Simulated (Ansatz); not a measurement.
System: AgI (model structure, started from the NiAs type, P6₃/mmc, No. 194, 4 atoms in the cell). Method: HSE06 (Ansatz, an electronic-structure program, PAW).

The input as run:

Ansatz 0.2 input:
```yaml
crystal:
  lattice:
    - [4.4185507703, -0.0000002797, 0.0]
    - [-2.2092751429, 3.8265773548, 0.0]
    - [0.0, 0.0, 6.4097212113]
  atoms:
    - { symbol: Ag, position: [0.0, 0.0, 0.0] }
    - { symbol: Ag, position: [0.0, 0.0, 0.5] }
    - { symbol: I, position: [0.3333333333, 0.6666666667, 0.25] }
    - { symbol: I, position: [0.6666666667, 0.3333333333, 0.75] }
basis:
  ecutwfc: 460
  ecutrho_ratio: 4
  xc_grid: 2
kpoints:
  mp_grid: { grid: [6, 6, 4] }
hamiltonian:
  xc: hse06
  dispersion: none
  pseudopotentials: { kind: paw }
scf:
  occupations: { method: fermi_dirac, width: 0.01 }
  convergence: { dr2_threshold: 0.0000000004 }
output:
  forces: true
  stress: true
  eigenvalues: true
```

Problem. How many irreducible k-points, plane waves at Γ does the program set up, and what pressure does the run end with?

Solution. 21 irreducible k-points, 2465 plane waves at Γ; P = 3.44 GPa, so the cell is compressed on average and its volume would grow at this level.

From the output:

```
WARN output.stress: scf.exx.energy_threshold = 1e-6 eV is looser than the 4e-8 eV advised for a stress under a hybrid functional (1e-8 eV for each atom of the …
Crystal: 4 atoms, lattice volume = 108.375 Å³
Basis set: ecut = 460 eV, 2465 PW (Γ), exchange–correlation on 64×64×90 points (8 copies of the dense FFT grid, shifted against one another)
Bands: 44, of which v1, the nominal top of the filled ones, is band 36 counted from 1 (35 counted from 0)
Symmetry: 24 space group operations
Space group: P63/mmc (ITA 194), of the structure as read, at distance tolerance 4.8e-5 Å
k-points: 21 of 144
SCF iter   1: F=—  HF=-30207.518230 eV  |F-HF|=—  |Δ(HF+E_count)|=         —  Δρ=1.86e-3  dr2=2.62e-3
SCF iter   2: F=—  HF=-30207.518416 eV  |F-HF|=—  |Δ(HF+E_count)|=   1.86e-4  Δρ=6.07e-4  dr2=2.59e-4
  ...
Crystal: 4 atoms, lattice volume = 108.375 Å³
Initial density: handed on by an earlier stage of this run
Crystal: 4 atoms, lattice volume = 108.375 Å³
SCF iter   3: F=—  HF=-30223.852206 eV  |F-HF|=—  |Δ(HF+E_count)|=   5.08e-6  Δρ=2.54e-6  dr2=3.12e-9
SCF iter   4: F=-30223.852206 eV  HF=-30223.852206 eV  |F-HF|=5.09e-11  |Δ(HF+E_count)|=  9.60e-10  Δρ=4.95e-7  dr2=2.83e-10
SCF 3 converged in 4 iterations: F = -30223.852206 eV  dr2 = 2.83e-10
Free energy (F): -30223.852201 eV
Internal energy: -30223.852201 eV  (E = F + TS)
E sigma→0 (E₀):  -30223.852201 eV
Fermi energy:    10.479295 eV
--- Stress (GPa, compression-positive) ---
        3.158516      -0.000000       0.000000
       -0.000000       3.158516       0.000000
        0.000000       0.000000       4.012935
  P = ⅓ Tr σ = 3.4433 GPa (34.433 kbar)
```

The PAW data were made under PBE.

Note: the relaxation could raise the start's symmetry but not lower it, so the cell can be a saddle point. Note: cell and atoms aren't relaxed at this level (pressure 3.4 GPa).

A model structure was made by putting elements into a prototype or built by hand; it is no filed structure, need not be a known phase, and can be a saddle point held by its symmetry.
